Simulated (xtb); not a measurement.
xtb 6.7.1, GFN2-xTB: Fe(SH)(k2OAc)(tmeda) (CC1[O][Fe]2([SH])(<-[O]=1)<-[N](C)(C)CC[N]->2(C)C), charge 0, multiplicity 5, 34 atoms. The geometry is a generated start, not checked to be a minimum at this level.

```yaml
method: GFN2-xTB
"--acc": 1 (default)
"--etemp (K)": 300 (default)
detailed input (--input): "none: ANC optimiser, Lindh (1995) Hessian, microcycle=20, maxdispl=1.0, hlow=0.01 (default)"
basis_functions: 88
valence_electrons: 88
```

Charge 0 and multiplicity 5 are set for this test and not shown to be the ground state. GFN-xTB has no spin term: --uhf 4 sets the occupations alone.

The structure is relaxed from this start with --opt LEVEL for the levels crude, sloppy, loose, lax, normal, tight, vtight, extreme, once each. Up to the end of the extreme run atoms move by at most 0.91 Å along an axis.

### Question
What is the loosest level that ends within 5 meV of the extreme run, and how many cycles does it take?

### Answer
normal: 20 cycles against 144, ending 2.0 meV above.

```
level    cycles  energy above the extreme run (meV)  gradient norm (eV/Å)
-------  ------  ----------------------------------  --------------------
crude         1                                  16                  0.15
sloppy        1                                  16                  0.15
loose         1                                  16                  0.15
lax           2                                  16                  0.12
normal       20                                 2.0                 0.050
tight        28                                 1.6                 0.012
vtight       45                                 1.1                0.0081
extreme     144                                   —                0.0012
```
